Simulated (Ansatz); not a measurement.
Consider interstitial Li in beta Ga2O3, charge state +1. All values below come from PBE, PAW (plane waves to 420 eV; Ansatz, a first-principles code).

Settings: 160 host sites, the relaxed PBE lattice, the Γ point alone, smearing 0.01 eV, spin-restricted, no image-charge correction. Static, classical nuclei. The charge state is imposed; whether it is stable for some Fermi level was not computed. Sites that were not tried may lie lower. The start lies 0.50 eV above the lowest site run (PBE).

Barriers: single points on a 2×2×2 k-point mesh shifted by half a step at the bands' geometries.

Relaxed starting cell (atoms counted from 1):

```yaml
crystal:
  lattice:
    - [12.45496, 0.00000, 0.00000]
    - [0.00000, 12.33368, 0.00000]
    - [-2.78275, 0.00000, 11.42039]
  atoms:
    - { symbol: Ga, position: [0.08779, 0.00017, 0.39550] }
    - { symbol: Ga, position: [0.09115, 0.99758, 0.89566] }
    - { symbol: Ga, position: [0.08751, 0.25030, 0.39548] }
    - { symbol: Ga, position: [0.10176, 0.24343, 0.88425] }
    - { symbol: Ga, position: [0.08754, 0.50029, 0.39695] }
    - { symbol: Ga, position: [0.09286, 0.49963, 0.89493] }
    - { symbol: Ga, position: [0.08924, 0.75022, 0.39703] }
    - { symbol: Ga, position: [0.09055, 0.74892, 0.89638] }
    - { symbol: Ga, position: [0.40781, 0.12441, 0.10056] }
    - { symbol: Ga, position: [0.41227, 0.12405, 0.60073] }
    - { symbol: Ga, position: [0.40879, 0.37534, 0.10032] }
    - { symbol: Ga, position: [0.41211, 0.37511, 0.60082] }
    - { symbol: Ga, position: [0.40959, 0.62502, 0.10239] }
    - { symbol: Ga, position: [0.41088, 0.62559, 0.60244] }
    - { symbol: Ga, position: [0.40997, 0.87501, 0.10231] }
    - { symbol: Ga, position: [0.41116, 0.87488, 0.60217] }
    - { symbol: Ga, position: [0.15552, 0.12503, 0.15564] }
    - { symbol: Ga, position: [0.16159, 0.12383, 0.65137] }
    - { symbol: Ga, position: [0.16167, 0.37681, 0.16496] }
    - { symbol: Ga, position: [0.16152, 0.37596, 0.65191] }
    - { symbol: Ga, position: [0.15717, 0.62516, 0.15634] }
    - { symbol: Ga, position: [0.15983, 0.62576, 0.65648] }
    - { symbol: Ga, position: [0.15787, 0.87466, 0.15631] }
    - { symbol: Ga, position: [0.15967, 0.87471, 0.65634] }
    - { symbol: Ga, position: [0.33985, 0.99929, 0.34209] }
    - { symbol: Ga, position: [0.34215, 0.99976, 0.84158] }
    - { symbol: Ga, position: [0.34168, 0.24931, 0.34212] }
    - { symbol: Ga, position: [0.34665, 0.24983, 0.83927] }
    - { symbol: Ga, position: [0.34204, 0.50121, 0.34386] }
    - { symbol: Ga, position: [0.34272, 0.50015, 0.84164] }
    - { symbol: Ga, position: [0.34061, 0.75019, 0.34288] }
    - { symbol: Ga, position: [0.34211, 0.74994, 0.84291] }
    - { symbol: O, position: [0.16116, 0.00051, 0.05379] }
    - { symbol: O, position: [0.16396, 0.99901, 0.55190] }
    - { symbol: O, position: [0.14833, 0.25299, 0.04897] }
    - { symbol: O, position: [0.16557, 0.25013, 0.55039] }
    - { symbol: O, position: [0.15777, 0.49739, 0.05486] }
    - { symbol: O, position: [0.16462, 0.50123, 0.55264] }
    - { symbol: O, position: [0.16262, 0.74933, 0.05400] }
    - { symbol: O, position: [0.16389, 0.75012, 0.55377] }
    - { symbol: O, position: [0.33693, 0.12469, 0.44399] }
    - { symbol: O, position: [0.33420, 0.12644, 0.94303] }
    - { symbol: O, position: [0.33753, 0.37486, 0.44401] }
    - { symbol: O, position: [0.33549, 0.37372, 0.94302] }
    - { symbol: O, position: [0.33646, 0.62544, 0.44551] }
    - { symbol: O, position: [0.33615, 0.62433, 0.94513] }
    - { symbol: O, position: [0.33610, 0.87494, 0.44531] }
    - { symbol: O, position: [0.33675, 0.87532, 0.94499] }
    - { symbol: O, position: [0.17238, 0.00077, 0.28116] }
    - { symbol: O, position: [0.17502, 0.99973, 0.78066] }
    - { symbol: O, position: [0.17233, 0.25068, 0.28047] }
    - { symbol: O, position: [0.18052, 0.24910, 0.77321] }
    - { symbol: O, position: [0.17317, 0.49926, 0.28314] }
    - { symbol: O, position: [0.17584, 0.49966, 0.78033] }
    - { symbol: O, position: [0.17317, 0.74959, 0.28182] }
    - { symbol: O, position: [0.17487, 0.74975, 0.78194] }
    - { symbol: O, position: [0.32270, 0.12674, 0.21431] }
    - { symbol: O, position: [0.32870, 0.12358, 0.71555] }
    - { symbol: O, position: [0.32570, 0.37430, 0.21621] }
    - { symbol: O, position: [0.32864, 0.37559, 0.71571] }
    - { symbol: O, position: [0.32467, 0.62378, 0.21680] }
    - { symbol: O, position: [0.32730, 0.62519, 0.71748] }
    - { symbol: O, position: [0.32503, 0.87529, 0.21680] }
    - { symbol: O, position: [0.32720, 0.87487, 0.71717] }
    - { symbol: O, position: [0.49515, 0.00066, 0.12740] }
    - { symbol: O, position: [0.49798, 0.99939, 0.62861] }
    - { symbol: O, position: [0.49348, 0.24966, 0.12741] }
    - { symbol: O, position: [0.49692, 0.24961, 0.62835] }
    - { symbol: O, position: [0.49521, 0.49962, 0.12765] }
    - { symbol: O, position: [0.49680, 0.50057, 0.62808] }
    - { symbol: O, position: [0.49557, 0.74985, 0.12817] }
    - { symbol: O, position: [0.49728, 0.75008, 0.62859] }
    - { symbol: O, position: [0.00153, 0.12544, 0.37178] }
    - { symbol: O, position: [0.00769, 0.12456, 0.86884] }
    - { symbol: O, position: [0.00145, 0.37520, 0.37300] }
    - { symbol: O, position: [0.00971, 0.37123, 0.86455] }
    - { symbol: O, position: [0.00277, 0.62539, 0.37151] }
    - { symbol: O, position: [0.00534, 0.62350, 0.87050] }
    - { symbol: O, position: [0.00283, 0.87490, 0.37125] }
    - { symbol: O, position: [0.00443, 0.87371, 0.87105] }
    - { symbol: Ga, position: [0.58792, 0.12404, 0.39915] }
    - { symbol: Ga, position: [0.59236, 0.12440, 0.89928] }
    - { symbol: Ga, position: [0.58808, 0.37512, 0.39910] }
    - { symbol: Ga, position: [0.59140, 0.37534, 0.89955] }
    - { symbol: Ga, position: [0.58932, 0.62561, 0.39749] }
    - { symbol: Ga, position: [0.59061, 0.62503, 0.89750] }
    - { symbol: Ga, position: [0.58901, 0.87489, 0.39771] }
    - { symbol: Ga, position: [0.59021, 0.87501, 0.89757] }
    - { symbol: Ga, position: [0.90905, 0.99765, 0.10418] }
    - { symbol: Ga, position: [0.91237, 0.00016, 0.60441] }
    - { symbol: Ga, position: [0.89812, 0.24350, 0.11531] }
    - { symbol: Ga, position: [0.91262, 0.25027, 0.60440] }
    - { symbol: Ga, position: [0.90731, 0.49969, 0.10490] }
    - { symbol: Ga, position: [0.91262, 0.50027, 0.60299] }
    - { symbol: Ga, position: [0.90964, 0.74897, 0.10351] }
    - { symbol: Ga, position: [0.91093, 0.75023, 0.60290] }
    - { symbol: Ga, position: [0.65801, 0.99976, 0.15828] }
    - { symbol: Ga, position: [0.66029, 0.99926, 0.65778] }
    - { symbol: Ga, position: [0.65352, 0.24982, 0.16063] }
    - { symbol: Ga, position: [0.65855, 0.24930, 0.65777] }
    - { symbol: Ga, position: [0.65748, 0.50015, 0.15824] }
    - { symbol: Ga, position: [0.65820, 0.50119, 0.65609] }
    - { symbol: Ga, position: [0.65806, 0.74995, 0.15699] }
    - { symbol: Ga, position: [0.65956, 0.75019, 0.65702] }
    - { symbol: Ga, position: [0.83860, 0.12381, 0.34849] }
    - { symbol: Ga, position: [0.84460, 0.12494, 0.84418] }
    - { symbol: Ga, position: [0.83865, 0.37597, 0.34797] }
    - { symbol: Ga, position: [0.83859, 0.37675, 0.83508] }
    - { symbol: Ga, position: [0.84033, 0.62577, 0.34345] }
    - { symbol: Ga, position: [0.84301, 0.62515, 0.84355] }
    - { symbol: Ga, position: [0.84049, 0.87471, 0.34354] }
    - { symbol: Ga, position: [0.84231, 0.87463, 0.84357] }
    - { symbol: O, position: [0.66596, 0.12644, 0.05683] }
    - { symbol: O, position: [0.66325, 0.12467, 0.55587] }
    - { symbol: O, position: [0.66475, 0.37371, 0.05687] }
    - { symbol: O, position: [0.66268, 0.37487, 0.55589] }
    - { symbol: O, position: [0.66403, 0.62433, 0.05478] }
    - { symbol: O, position: [0.66376, 0.62542, 0.55441] }
    - { symbol: O, position: [0.66339, 0.87532, 0.05491] }
    - { symbol: O, position: [0.66406, 0.87492, 0.55455] }
    - { symbol: O, position: [0.83624, 0.99902, 0.44799] }
    - { symbol: O, position: [0.83899, 0.00048, 0.94607] }
    - { symbol: O, position: [0.83460, 0.25013, 0.44949] }
    - { symbol: O, position: [0.85170, 0.25296, 0.95075] }
    - { symbol: O, position: [0.83554, 0.50123, 0.44729] }
    - { symbol: O, position: [0.84228, 0.49744, 0.94504] }
    - { symbol: O, position: [0.83631, 0.75013, 0.44615] }
    - { symbol: O, position: [0.83756, 0.74931, 0.94589] }
    - { symbol: O, position: [0.67146, 0.12357, 0.28431] }
    - { symbol: O, position: [0.67745, 0.12669, 0.78550] }
    - { symbol: O, position: [0.67154, 0.37560, 0.28420] }
    - { symbol: O, position: [0.67451, 0.37430, 0.78369] }
    - { symbol: O, position: [0.67288, 0.62522, 0.28243] }
    - { symbol: O, position: [0.67550, 0.62383, 0.78309] }
    - { symbol: O, position: [0.67296, 0.87489, 0.28271] }
    - { symbol: O, position: [0.67515, 0.87529, 0.78309] }
    - { symbol: O, position: [0.82516, 0.99974, 0.21922] }
    - { symbol: O, position: [0.82775, 0.00071, 0.71872] }
    - { symbol: O, position: [0.81965, 0.24909, 0.22664] }
    - { symbol: O, position: [0.82784, 0.25065, 0.71939] }
    - { symbol: O, position: [0.82434, 0.49969, 0.21954] }
    - { symbol: O, position: [0.82705, 0.49923, 0.71682] }
    - { symbol: O, position: [0.82530, 0.74979, 0.21795] }
    - { symbol: O, position: [0.82700, 0.74958, 0.71809] }
    - { symbol: O, position: [0.99244, 0.12468, 0.13095] }
    - { symbol: O, position: [0.99864, 0.12544, 0.62806] }
    - { symbol: O, position: [0.99034, 0.37124, 0.13545] }
    - { symbol: O, position: [0.99870, 0.37517, 0.62704] }
    - { symbol: O, position: [0.99484, 0.62354, 0.12939] }
    - { symbol: O, position: [0.99738, 0.62539, 0.62837] }
    - { symbol: O, position: [0.99578, 0.87376, 0.12886] }
    - { symbol: O, position: [0.99736, 0.87490, 0.62871] }
    - { symbol: O, position: [0.50217, 0.99940, 0.37123] }
    - { symbol: O, position: [0.50499, 0.00065, 0.87246] }
    - { symbol: O, position: [0.50329, 0.24961, 0.37152] }
    - { symbol: O, position: [0.50670, 0.24966, 0.87246] }
    - { symbol: O, position: [0.50342, 0.50058, 0.37184] }
    - { symbol: O, position: [0.50500, 0.49962, 0.87226] }
    - { symbol: O, position: [0.50289, 0.75008, 0.37130] }
    - { symbol: O, position: [0.50460, 0.74985, 0.87175] }
    - { symbol: Li, position: [0.00055, 0.31525, 0.00028] }
```
Cell charge +1.

End state 1 differs by these moves (Å; atoms that move under 0.08 Å are left out):

```tsv
atom	element	Δx	Δy	Δz
4	Ga	-0.14	0.08	0.12
6	Ga	0.14	0.08	-0.12
35	O	0.10	-0.01	0.07
37	O	-0.10	-0.01	-0.07
52	O	-0.08	0.01	0.08
54	O	0.08	0.01	-0.08
76	O	0.00	0.09	0.00
91	Ga	0.14	0.08	-0.12
93	Ga	-0.14	0.08	0.12
124	O	-0.10	-0.01	-0.07
126	O	0.10	-0.01	0.07
139	O	0.08	0.01	-0.08
141	O	-0.08	0.01	0.08
147	O	0.00	0.09	0.00
161	Li	-0.01	1.47	-0.01
```

Q: Predict the forward and backward barriers to end state 1 from PBE, PAW.

A: forward 0.10 eV, backward 0.10 eV; at the saddle point atom 161 has neighbours 2 O at 1.74, 2 O at 2.20 Å. The saddle point's order was not checked, and it lies on a symmetry element of the cell, where a band can be held.
